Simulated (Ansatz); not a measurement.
Ga2S3 (model structure, started from the beta Ga2O3 type, C2/m, No. 12, 10 atoms in the cell), treated with PBEsol (plane waves, PAW; Ansatz, an electronic-structure program).

Settings: plane-wave cutoff 520 eV, 10×10×6 k mesh (along the axes of the cell as run), Fermi–Dirac smearing 0.01 eV, scalar-relativistic PAW data made under PBE.

Cell (relaxed at this level):

Ga2S3 is modelled in the monoclinic space group C2/m (No. 12), Pearson symbol mS20. Conventional cell: a = 15.4828 Å, b = 3.6313 Å, c = 6.9798 Å, α = γ = 90.00°, β = 102.69°. Ga1 on 4i has 4 S at 2.248–2.340 Å (tetrahedral). Ga2 on 4i sees 6 S at 2.395–2.534 Å (octahedral). S1 on 4i is surrounded by 1 Ga at 2.277 Å and 2 Ga at 2.395 Å (trigonal pyramidal). S2 on 4i sees 1 Ga at 2.340 Å and 3 Ga at 2.494–2.534 Å. S3 on 4i is coordinated by 2 Ga at 2.248 Å and 1 Ga at 2.447 Å (trigonal planar). (Neighbours: up to the widest gap in distance over summed covalent radii, below 1.35, at either atom; cation-cation and far metal-metal contacts left out.)
(The calculation used a cell of 10 atoms; values per cell refer to that cell.)

Question: What does this level give for the band gap?

Answer: 
- band gap: 0.55 eV (on the SCF k mesh)

Note: the relaxation could raise the start's symmetry but not lower it, so the cell can be a saddle point.

Spin–orbit coupling is not included.

Computed values are for the static lattice.

Cost on a shared machine: roughly 11 core-minutes.

A model structure was made by putting elements into a prototype or built by hand; it is no filed structure, need not be a known phase, and can be a saddle point held by its symmetry.
